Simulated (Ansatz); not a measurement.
Structure of amorphous Ge$_{28}$Sb$_{28}$Te$_{70}$ (periodic cell):

```xyz
126
Lattice="16.1667 0.7346 0.1442 0.7346 15.7847 -0.3836 0.1442 -0.3836 16.0593" Properties=species:S:1:pos:R:3 pbc="T T T"
Ge     7.5491     5.7952     4.8251
Ge     3.7592     2.5952     2.2881
Ge     3.5731    15.4602     9.0317
Ge    12.8894     6.3056    13.9471
Ge     5.1710    11.8672     9.7315
Ge     9.6180     5.9033     1.1938
Ge    11.2632     1.7636     0.4858
Ge    10.6457     0.8914     5.7683
Ge    10.9249     0.9009     8.2960
Ge    13.8420    15.0277    10.8661
Ge    11.8017    11.0882     8.9220
Ge     9.1633     7.2882    12.9241
Ge    12.4555    13.3855     0.7867
Ge     9.8700    11.5215     5.5205
Ge     2.7284    15.1866    14.6758
Ge     2.1421     8.2592     9.0070
Ge    10.3402     2.1953    11.9783
Ge    10.1416    14.3327    10.6420
Ge     4.7542     7.9053     9.4100
Ge     5.7215    14.9365    12.3758
Ge    12.4814     0.7882     3.8363
Ge     4.4039    10.7791     0.2314
Ge     2.3720     3.3485     8.4604
Ge     5.9153     8.3095    11.6275
Ge     7.1421     4.5012    10.8114
Ge    14.7701     7.8865     1.5040
Ge    14.7950    15.7551     7.1032
Ge     7.6833    10.5780    13.7559
Sb     7.9869    15.8195     6.8099
Sb    14.6935    12.6554     5.8385
Sb     4.3478    14.1475     2.2769
Sb     0.9927    11.9458     2.5849
Sb     1.6118    12.2200     7.6936
Sb     4.2491     6.2106     2.7672
Sb     7.1923    13.8143     2.9478
Sb     2.4545     1.6459    11.9958
Sb     8.2096     2.3038     2.6605
Sb    12.0957     9.0401     3.5576
Sb    16.7517    13.2055    12.7479
Sb     2.5590     7.0980    15.7913
Sb     8.5597    13.9480    15.5942
Sb     8.1746     3.0051    13.4957
Sb    14.5046     4.0898     6.3762
Sb    16.3275     5.6396     4.6751
Sb     2.8561     5.8896    12.1422
Sb    13.1194     2.7205    12.0435
Sb    15.2006     1.8116    15.5384
Sb    14.7391     9.7828    13.6150
Sb    15.3798     6.0506     8.8256
Sb    15.0377    10.4461     9.1357
Sb     1.4600     9.7550    13.1393
Sb     7.7394     9.4342     2.9808
Sb     0.7371     3.6360     0.3428
Sb     9.2256     7.2511     8.6149
Sb    11.2039     9.5148    15.7106
Sb    12.3106     5.5170     5.1420
Te     5.7884     7.8709     4.7825
Te     7.9666    13.5227    12.8022
Te     5.1222     8.0263     0.3858
Te    14.0244    12.4320    11.9036
Te    15.6344    10.6144     4.0039
Te     4.5546    13.3065    15.5281
Te     5.5917     0.8595     1.5361
Te     5.7204     9.8421     7.9678
Te     3.7680    11.3366     3.0540
Te     4.2898    13.2713     7.5097
Te     7.2685    11.7148     0.4402
Te    15.8869     1.1738    12.8967
Te     8.8247     1.2189    15.6396
Te    10.7115    15.6147     1.9206
Te     8.4334     8.3754    15.4566
Te     6.2839     6.0430    12.9420
Te    16.3079     3.4831     9.8214
Te    13.3537     5.4689    11.2789
Te    10.8718     5.1127     7.5810
Te     3.7880     3.8605     4.5769
Te     3.7166     4.4299     0.3114
Te    14.0060    11.0651     0.2098
Te     5.9491    15.5563     4.8735
Te     8.4804     2.4673     5.6966
Te     9.9432    14.3581     5.2895
Te     9.1557    10.8728     8.0853
Te     3.3539    13.7757    12.1420
Te     1.4101     7.2654     2.3965
Te    11.7305    15.5976    12.6747
Te    15.4801     7.1633    14.8025
Te    10.9141    12.5290    14.7426
Te     6.4774     5.9972     8.5197
Te     1.4804     1.3129     1.9115
Te    11.6955     8.5961    12.8816
Te    14.3877     7.4886     5.7790
Te    14.1250    15.5380     0.0293
Te     1.0187    13.5382     4.9393
Te    12.9206     3.3864    14.9857
Te    16.6447    15.2705     9.0936
Te     9.5170     7.9282     4.7170
Te    13.0505    13.8672     3.8447
Te     4.9771    10.1982    13.2083
Te     2.3599    10.7313    10.1761
Te    10.9175     3.7154     2.4167
Te    10.3796    11.0498     2.4809
Te    16.5927     7.8852    10.9542
Te     4.2939     1.3003    14.2517
Te     6.9002    11.5762     4.7476
Te     9.7995     5.5166    10.8042
Te    12.9070     8.5962     9.4643
Te     0.6529     8.8879     6.7885
Te     1.8799     5.5909     7.1929
Te     1.5538    10.2692    -0.0884
Te    10.9554    11.8095    11.4556
Te     8.8748     1.6544     9.7734
Te     7.7399    13.3728     8.9010
Te     4.0981     3.8737    10.4920
Te     8.3120     9.3572    11.1227
Te     7.0612     5.1970     2.1461
Te    15.0690     1.4828     5.3768
Te    14.6123     5.1760     2.2503
Te    13.1447     2.1934     8.8788
Te    16.8022    13.8488    15.5655
Te     1.1015     3.8804    13.1837
Te    12.4784    10.5156     6.0743
Te    11.9937     7.3550     0.8650
Te     3.2401     1.2664     7.1852
Te    12.2832    14.1839     8.6946
Te     9.9438     4.9080    14.5546
Te     5.5084     0.1269    10.3136
```

Calculation: PBE, scalar-relativistic without spin-orbit coupling, PAW (Ansatz default set, large-core Te) (plane waves to 420 eV; Ansatz, an electronic-structure program).

The cell was made by melting and quenching with the CHGNet potential and then relaxed with DFT. The hot cell started wider than the set density and was brought back towards it in steps. It is the lowest in DFT energy of 8 quenches. It is a model cell: composition and starting density were chosen by hand, and all elements were melted together. No dispersion term was used. Its density started from a set value of 5.84 and ended at 5.84 g/cm³. The quench (nominally 20 K/ps over its main leg) was far faster than any real one, so the model tends to hold more defects than a real film. A cell of this size samples the disorder only roughly. The volume was held where the preparation left it and the shape relaxed, at a PBE pressure of 1.4 GPa. Stress components on the final sampling reach 1.5 GPa. On a 2×2×2 Γ-centred mesh force components of up to 0.37 eV/Å stay, since the relaxation ran on the zone centre alone.

Cut-offs for bonds: Ge-Ge 2.85 Å, Ge-Sb 3.11 Å, Ge-Te 3.18 Å, Sb-Sb 3.38 Å, Sb-Te 3.34 Å, Te-Te 3.31 Å.

### Question
Give the coordination numbers, mean bond lengths and angles.

### Answer

```json
{
 "Mean coordination of Ge": "4.25 (4 with 3, 15 with 4, 7 with 5, 2 with 6)",
 "Mean coordination of Sb": "4.04 (1 with 2, 6 with 3, 15 with 4, 3 with 5, 3 with 6)",
 "Mean coordination of Te": "3.14 (12 with 2, 39 with 3, 16 with 4, 3 with 5)",
 "Mean Ge-Te bond": "2.844 Å (spread 0.153 Å, 109 counted)",
 "Mean Sb-Te bond": "3.003 Å (spread 0.136 Å, 97 counted)",
 "Mean Sb-Sb bond": "2.993 Å (spread 0.116 Å, 7 counted)",
 "Mean Te-Te bond": "3.129 Å (spread 0.137 Å, 7 counted)",
 "Bond angle at Ge": "mean 105.7°, spread 25.7°",
 "Bond angle at Sb": "mean 102.8°, spread 27.4°",
 "Bond angle at Te": "mean 101.8°, spread 23.5°"
}
```
